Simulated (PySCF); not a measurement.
PySCF 2.14.0, unrestricted WB97X/def2-svp, df: Si(Me)3(NMe2) triplet (CN(C)[Si](C)(C)C), charge 0, multiplicity 3, 22 atoms. The geometry is a generated start, not checked to be a minimum at this level.

| Property | Result |
|---|---|
| task | energy |
| method | wb97x |
| basis | def2-svp |
| two-electron scheme | density fitting |
| mol.max_memory | 3000 MB |
| mf.max_cycle | 100 |
| mf.conv_tol | 1e-09 (default) |
| mf.grids.level | 3 (default) |
| basis functions | 177 |
| grid points | 250792 |

```xyz
22

C      1.6919    -1.0006     1.0346
N      1.1041    -0.0207     0.1526
C      1.9876     0.3007    -0.9416
Si    -0.6140     0.1524     0.0076
C     -1.4820    -1.2129    -1.0215
C     -1.3487     0.1250     1.7646
C     -0.9561     1.8338    -0.8213
H      1.0465    -1.1622     1.8919
H      1.8536    -1.9592     0.5280
H      2.6590    -0.6377     1.3895
H      2.1762    -0.5675    -1.5839
H      1.5567     1.0921    -1.5461
H      2.9467     0.6446    -0.5484
H     -1.3253    -2.1966    -0.5867
H     -2.5535    -1.0502    -1.0795
H     -1.1044    -1.2452    -2.0400
H     -0.8067     0.7769     2.4404
H     -1.3431    -0.8740     2.1890
H     -2.3815     0.4571     1.7438
H     -2.0012     2.1012    -0.7119
H     -0.7397     1.8131    -1.8847
H     -0.3662     2.6298    -0.3765
```

Charge 0 and multiplicity 3 are set for this test and not shown to be the ground state.

With the defaults (mf.diis = true, mf.damp = 0, mf.diis_start_cycle = 1, mf.diis_space = 8, mf.level_shift = 0, mf.DIIS = CDIIS, mf.init_guess = minao, newton = off) it converges in 21 Fock builds. One run each on 2 threads, 1 BLAS thread, with these changes:
- mf.init_guess = 1e
- mf.diis = false
- newton = Hessian by the SCF's own integrals
- mf.diis_space = 12
- mf.diis_space = 5
- mf.DIIS = EDIIS
- mf.level_shift = 0.3 Hartree
- mf.init_guess = huckel
- mf.diis = false, mf.damp = 0.7, mf.diis_start_cycle = 999

Name the settings that don't reach the solution of the defaults.

No convergence: mf.diis = false; mf.diis = false, mf.damp = 0.7, mf.diis_start_cycle = 999 (the run ends without SCF convergence in 100 cycles). The rest reach the solution of the defaults.

```csv
setting,Fock builds,end
mf.diis_space = 12,20,same solution
the defaults,21,same solution
mf.diis_space = 5,23,same solution
mf.init_guess = huckel,25,same solution
mf.init_guess = 1e,29,same solution
mf.level_shift = 0.3 Hartree,33,same solution
newton = Hessian by the SCF's own integrals,45,same solution
mf.DIIS = EDIIS,96,same solution
mf.diis = false,101,no convergence
"mf.diis = false, mf.damp = 0.7, mf.diis_start_cycle = 999",101,no convergence
```

Under newton the count holds the products with the orbital Hessian.
